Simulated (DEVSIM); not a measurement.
# abrupt Si p-n junction

Structure: abrupt Si p-n junction, at 300 K.

```csv
layer (left to right),material,thickness (μm),Nd (cm⁻³),Na (cm⁻³),τn (s),τp (s)
1,Si,48.0,-,3.4e18,3.8e-7,3.8e-7
2,Si,23.0,4.2e16,-,3.8e-7,3.8e-7
```

Left contact: ohmic. Right contact: ohmic. Voltage is applied to the left contact. Recombination: SRH at mid-gap, radiative. Mobility is μmin + (μ − μmin)/(1 + (N/Nref)^α).

The device is made up for the run: typed textbook-type constants, with dimensions and the other settings drawn at random. Values at 300 K.

| parameter | Si |
|---|---|
| gap (eV) | 1.124 |
| affinity (eV) | 4.05 |
| permittivity | 11.7 |
| Nc (cm⁻³) | 2.86e19 |
| Nv (cm⁻³) | 3.1e19 |
| μn (cm²/Vs) | 1417 |
| μp (cm²/Vs) | 470 |
| μn,min | 52 |
| μp,min | 45 |
| Nref,n | 9.7e16 |
| Nref,p | 2.2e17 |
| αn | 0.68 |
| αp | 0.72 |
| B (cm³/s) | 4.7e-15 |

Simulated with DEVSIM: 1D drift-diffusion, Boltzmann statistics, complete ionisation; no tunnelling, impact ionisation, image-force lowering or self-heating.

* **Potential step across the device at zero bias**: 0.898 V
* **Largest field in the device at zero bias**: 130000 V/cm
* **Dark forward voltage at 1 A/cm²**: 0.689 V
* **Dark forward voltage at 100 A/cm²**: 0.844 V

Dark forward current:

(V (V), J (A/cm²)): (0.05, 5.1e-9); (0.10, 1.8e-8); (0.15, 5.4e-8); (0.20, 1.6e-7); (0.25, 4.6e-7); (0.30, 1.5e-6); (0.35, 5.3e-6); (0.40, 2.3e-5); (0.45, 0.00012); (0.50, 0.00075); (0.55, 0.0049); (0.60, 0.033); (0.65, 0.22); (0.70, 1.5); (0.75, 8.7); (0.80, 38); (0.85, 120); (0.90, 270); (0.95, 500); (1.00, 810); (1.05, 1200); (1.10, 1600); (1.15, 2100)

Dark reverse current:

```
V (V)  J (A/cm²)
-----  ---------
-0.20    -7.0e-9
-0.50    -1.4e-8
-1.00    -2.3e-8
-1.50    -3.1e-8
-2.00    -3.8e-8
-3.00    -5.0e-8
-4.00    -6.0e-8
```
